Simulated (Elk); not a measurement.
Input and output of a self-consistent single point for GeW (Pm-3m, 2 atoms in the cell) (Elk).

Method: Wu-Cohen GGA, all-electron FP-LAPW, Elk's shipped species files, APW+lo basis with extra local orbitals (Elk).

```xyz
2
Lattice="3.1950 0.0000 0.0000 0.0000 3.1950 0.0000 0.0000 0.0000 3.1950" Properties=species:S:1:pos:R:3 pbc="T T T"
W      0.0000     0.0000     0.0000
Ge     1.5975     1.5975     1.5975
```

Reference input (self-consistent single point, DFT, PBE, all-electron FP-LAPW, Elk's shipped species files, APW+lo basis with extra local orbitals): xctype = 20; rgkmax = 7.5; stype = 1; swidth = 0.00999582 Ha; ngridk = 8 8 8; gmaxvr = 14 1/bohr; nxlo = 2; lorbcnd = true; rmtscf = 0.94; lmaxi = 3; maxscl = 100. This run's input differs from it in these lines:

```diff
@@ -4,3 +4,3 @@
 xctype
-  20
+  26
```

Log, with long lists cut:

```
│ Self-consistent loop started │
│ Loop number : 1 │
 total energy                :     -18262.5628938
│ Loop number : 2 │
 total energy                :     -18262.9081593
RMS change in Kohn-Sham potential (target) :   0.1778573417     (  0.1000000000E-05)
Absolute change in total energy (target)   :   0.3452654860     (  0.1000000000E-03)
│ Loop number : 3 │
 total energy                :     -18263.0251243
RMS change in Kohn-Sham potential (target) :   0.1735794686     (  0.1000000000E-05)
Absolute change in total energy (target)   :   0.2032813669     (  0.1000000000E-03)
│ Loop number : 4 │
   [... lines left out ...]
Absolute change in total energy (target)   :   0.2743426812E-03 (  0.1000000000E-03)
│ Loop number : 15 │
 total energy                :     -18263.7648640
RMS change in Kohn-Sham potential (target) :   0.1536979471E-06 (  0.1000000000E-05)
Absolute change in total energy (target)   :   0.1039658346E-03 (  0.1000000000E-03)
│ Loop number : 16 │
 total energy                :     -18263.7648769
RMS change in Kohn-Sham potential (target) :   0.1943943559E-07 (  0.1000000000E-05)
Absolute change in total energy (target)   :   0.3889306754E-04 (  0.1000000000E-03)
Convergence targets achieved

│ Loop number : 17 │

Energies :
 Fermi                       :     0.407855445658
 total energy                :     -18263.7648771

Density of states at Fermi energy :    67.80825318
 (states/Hartree/unit cell)

Estimated indirect band gap :   0.1072111877E-02
 from k-point     14 to k-point      6
Estimated direct band gap   :   0.5731034845E-02
 at k-point     24

Charges :
 core                        :    64.00000000
 valence                     :    42.00000000
 interstitial                :    3.424163047
 muffin-tins (core leakage)
  species :    1 (W)
   atom    1                 :    72.29131922     (  0.3263110386E-06)
  species :    2 (Ge)
   atom    1                 :    30.28451773     (  0.7690981843E-03)
 total in muffin-tins        :    102.5758370
 total calculated charge     :    105.9887069
 total charge                :    106.0000000
 error                       :   0.1129307730E-01

│ Self-consistent loop stopped │
```

The run converged in 17 iterations. The count includes the last loop, which Elk runs after its targets are met. 

The starting cell was generated: these elements placed on a structure prototype, without a prior relaxation; it need not be a known phase or ordering of this composition. Spin-orbit coupling is off. Spin polarisation is off. Values depend on the basis (sphere radii, cutoffs, local orbitals), which need not be converged. The log's line on a gap gives a spacing of levels on this mesh, which the program prints for metals too.
